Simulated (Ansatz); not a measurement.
# SnTe: stress against strain

SnTe (rock salt, Fm-3m, 30.296 Å³/atom at rest, cube axes along x, y and z) under a strain ε along a cube axis (axis z), the other axes held. LDA in Ansatz, a plane-wave DFT program (PAW, default set), 420 eV, 9×9×9 Γ-centred mesh, Fermi-Dirac smearing 0.05 eV; ions are relaxed within the symmetry of each cell. Stress is positive for a compressed cell.

Here s stands for strain and y for stress zz.

```
strain (%)  stress zz (GPa)
----------  ---------------
-1.50                  2.40
-1.00                  1.56
-0.50                  0.76
0.00                   0.00
0.50                  -0.71
1.00                  -1.38
1.50                  -2.01
3.00                      ?
```

Taking a straight line for y over the 7 complete rows: Means: s 0, y 0.089. About the means, the sum of products is -10.290 and the sum of squares of s is 7.0000; the slope is their ratio. Least squares gives y = 0.089 - 1.4700·s. Residuals (row less fit): 0.106, 0.001, -0.064, -0.089, -0.064, 0.001, 0.106; standard error 0.088 (degrees of freedom: 5). The slope gives the elastic constant C11 = 147 ± 3 GPa.

Task: Estimate the missing y (s = 3.00); what did the run itself give?

Result: y = 0.089 - 1.4700 × 3.0 = -4.321 GPa. The calculation gives -3.66 GPa, 0.661 GPa above the prediction (10.9 % of the range of y in the table). The row lies outside the fitted rows, so this is an extrapolation. From the scatter of the fitted rows alone, a prediction at this place has a standard error of 0.137 GPa, so the miss is 4.8 times that.

One order more, fitted to all 13 runs of the series, follows each within 0.02, so the miss is the next term of a smooth law. SnTe stands in this structure, which distorts at low temperature. Rows are the converged runs of the series near zero and its far end; series whose fitted rows scatter by over a few per cent of the range, as at a crossing or softening among them, aren't shown in this form. Most that stay on the fit to the last digits aren't either.
